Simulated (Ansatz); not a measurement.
**Defect calculation: B on the Si site + C vacancy in 3C silicon carbide**

Computed with PBE, PAW (plane waves to 420 eV; Ansatz, an electronic-structure program). Cell: 64 sites, 2×2×2; final energies on a 2×2×2 shifted mesh. Sites at the start: the Si site; C 1.90 Å away. Finite-size correction: monopole term and site-potential alignment. Dielectric constants: PBE linear response of the host. Host gap at this level: 1.37 eV. Finite-size and sampling errors can reach tenths of an eV here. The semilocal functional narrows the gap, so deep levels can fall outside it. Spin–orbit coupling is left out. Each state is the lowest found from its start.

Formation energies E_f are given with the Fermi level at the valence-band maximum. Chemical conditions: C-rich (Δμ(C) = 0.00 eV, Δμ(Si) = -0.41 eV, Δμ(B) = -0.13 eV, bounded by B4C (Cm); only phases computed here count, gases as isolated molecules at 0 K); Si-rich (Δμ(C) = -0.41 eV, Δμ(Si) = 0.00 eV, Δμ(B) = -0.024 eV, bounded by B4C (Cm); only phases computed here count, gases as isolated molecules at 0 K). Reference phases: B: alpha boron, C: graphite, Si: silicon.

```tsv
charge	moment (μB)	largest move off a lattice site (Å)	image correction with alignment (eV)	E_f, C-rich (eV)	E_f, Si-rich (eV)
+2*	0.9	0.46	–	–	–
+1	not spin-polarised	0.46	-0.15	2.13	2.03
0*	fractional	0.46	–	–	–
```

* At this level the carrier isn't localised at the defect: at charge +2 holes occupy the valence band; at charge 0 electrons occupy the conduction band. Such a state is shallow or no state of the defect, and this cell gives it no level.

Starting moments that weren't kept: charge 0 began with 1 μB and ended with 0.5.

Flagged in the runs: a strain field that reaches the edge of the cell.

All states together cost around 15 core-minutes (rough).
